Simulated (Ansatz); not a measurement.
Effect of uniaxial strain ε_zz = +1.80 % on MoS2

Take MoS$_{2}$ (space group P6_3/mmc, No. 194; a = 3.1493 Å, c = 12.0895 Å; layered, stacked along the Cartesian z axis) as the base. Axes: x lies along a and z along c of the hexagonal cell.

The change: the cell is stretched by 1.80 % along z with no lateral relaxation, atoms relaxed at fixed cell.

Computed with Ansatz (a quantum-chemistry and plane-wave program), PBE-D3(BJ), PAW, cutoff 420 eV, without spin-orbit coupling. Settings: 12×12×3 k-points, 0.05 eV Fermi–Dirac smearing.

```csv
quantity,base,changed,shift
volume per atom,17.31 Å³,17.62 Å³,+0.31 Å³
space group,P6_3/mmc (No. 194),P6_3/mmc (No. 194),–
shortest interatomic distance,2.400 Å,2.401 Å,+0.001 Å
energy relative to the base (free energy F),0 meV/atom,+1.0 meV/atom,+1.0 meV/atom
band gap,0.77 eV,0.88 eV,+0.11 eV
gap character,"indirect, Γ → K–Γ (44 % along)","indirect, Γ → K–Γ (44 % along)",–
hole mass,"1.0 mₑ along c, 0.61 mₑ across (at Γ)","0.95 mₑ along z, 0.71 mₑ across (at Γ)",–
"valence-band top at Γ (three highest levels, from the VBM)","0.00, -1.11, -1.29 eV","0.00, -1.19, -1.20 eV",–
"stress (xx, yy, zz, yz, xz, xy; compression positive)",–,"(-0.15, -0.15, -0.93, 0.00, 0.00, 0.00) GPa",–
```

Final structure:

```
MoS2
1.0
    3.14934     0.00000     0.00000
   -1.57467     2.72741     0.00000
    0.00000     0.00000    12.30707
Mo S
2 4
Direct
  0.66667   0.33333   0.75000
  0.33333   0.66667   0.25000
  0.66667   0.33333   0.37741
  0.33333   0.66667   0.87741
  0.33333   0.66667   0.62259
  0.66667   0.33333   0.12259
```

Effective masses come from finite differences of ±0.01 Å⁻¹. Whether these cells are dynamically stable was not tested.
